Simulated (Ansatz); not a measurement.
The starting structures come from a database of crystals and need not be the phases stable at ambient conditions.

Here is the system:

```
CdS
1.0
    3.89368     0.00000     0.00000
   -1.94684     3.37202     0.00000
    1.94684     1.12401     3.17917
Cd S
1 1
Cartesian
  0.00000   0.00000   0.00000
  0.00000   2.24802   1.58959
```

Space group of this cell: Fm-3m, rock salt. The cell is taken as given; by r2SCAN its mean pressure is -2.2 GPa.

Transport runs along the normal of the first two printed cell vectors, the (111) plane of the conventional cell.

The gap is the functional's own, uncorrected, and κ follows it; spin-orbit coupling is left out. Mid-gap values are interpolated between the computed energies.

Question: Predict the band gap and the smallest decay constant κ at mid-gap from Ansatz (a first-principles code) with r2SCAN.

Answer: Gap 0.75 eV on a 12×12×12 mesh; κ = 0.138 1/Å, at (0.500, 0.000) of the in-plane reciprocal vectors. At the zone centre, at the nearest computed energy, the slowest state has κ = 0.14 1/Å.
